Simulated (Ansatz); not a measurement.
# Response to strain in HfPbO3

Base system: HfPbO$_{3}$ in the cubic perovskite structure (space group Pm-3m, No. 221; a = 4.1189 Å; a cell from a computed database, its experimental status unchecked). Axes: x, y, z lie along the cube axes.

Strains are applied to the cell and any free atomic positions relax; under biaxial strain the out-of-plane vector relaxes too.

Levels (all Ansatz, a program for electronic structure, PAW): PBEsol (420 eV, no spin-orbit coupling); r2SCAN (500 eV, no spin-orbit coupling); HSE06 (420 eV, spin-orbit coupling left out).

Band gaps by level, all at the geometries relaxed with PBEsol:

```csv
case,PBEsol,r2SCAN,HSE06
base,2.37 eV,2.92 eV,3.51 eV
"biaxial strain −3.60 %, plane normal [001], relaxed out of plane",2.15 eV,[?],[?]
isotropic strain +1.69 %,2.25 eV,2.80 eV,3.50 eV
"strain tensor (xx, yy, zz, yz, xz, xy) = (+0.77, +0.12, −0.13, −0.08, +1.03, −0.26) %",2.33 eV,2.87 eV,[?]
tensor shear ε_xy = +0.29 %,2.37 eV,2.92 eV,3.50 eV
```

**Question.** What belongs in the blanks?

**Answer.** 
- biaxial strain −3.60 %, plane normal [001], relaxed out of plane, r2SCAN: 2.70 eV
- biaxial strain −3.60 %, plane normal [001], relaxed out of plane, HSE06: 3.24 eV
- strain tensor (xx, yy, zz, yz, xz, xy) = (+0.77, +0.12, −0.13, −0.08, +1.03, −0.26) %, HSE06: 3.46 eV

Single points use the geometry relaxed with PBEsol. HSE06 was sampled on its mesh, a few special points and the semilocal edge points, so its gap is an upper bound. With Hf and Pb present, leaving out spin-orbit coupling can change the band edges. No phonon test of stability was made. Many cubic perovskites are stable only at high temperature; tilts and polar distortions were not tested.
